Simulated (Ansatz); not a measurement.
## Hypothetical P6_3/mmc PbI2, pressure series

The parent structure is PbI2 in the 2H-MoS2 type structure (space group P6_3/mmc, No. 194; a = 4.2732 Å, c = 14.3620 Å; a hypothetical phase, not in the database extracts checked).

Cell and atoms are relaxed at each pressure.

Level of theory: Ansatz (an electronic-structure program), PBEsol-D3(BJ), PAW, cutoff 420 eV, no SOC, earlier PAW set.

Two rows of this table had their results exchanged by mistake.

```csv
pressure,volume per atom (Å³),shortest distance (Å),band gap
pressure 0.3 GPa,37.27,3.194,1.26 eV
pressure 0.7 GPa,33.68,3.143,0.33 eV
pressure 1.5 GPa,35.42,3.169,0.81 eV
pressure 3 GPa,36.59,3.185,1.10 eV
pressure 5 GPa,31.83,3.115,zero
pressure 7.5 GPa,29.92,3.087,zero
pressure 10 GPa,28.36,3.064,zero
```

Task: Which two?

Result: The rows for pressure 0.7 GPa and pressure 3 GPa: the volume has to fall steadily with pressure, so 36.59 Å³ belongs to pressure 0.7 GPa and 33.68 Å³ to pressure 3 GPa.

The mesh was chosen for an insulator and is coarse for the gapless case. With I and Pb present, leaving out spin-orbit coupling can change the band edges. Load acts through the strain it causes; cell and atoms are relaxed under it. Whether these cells are dynamically stable was not tested. No other phases were tried under pressure. All final runs are without spin polarisation. The zero or small gap of PbI2 under pressure 5 GPa and PbI2 under pressure 7.5 GPa can change with the level of theory.
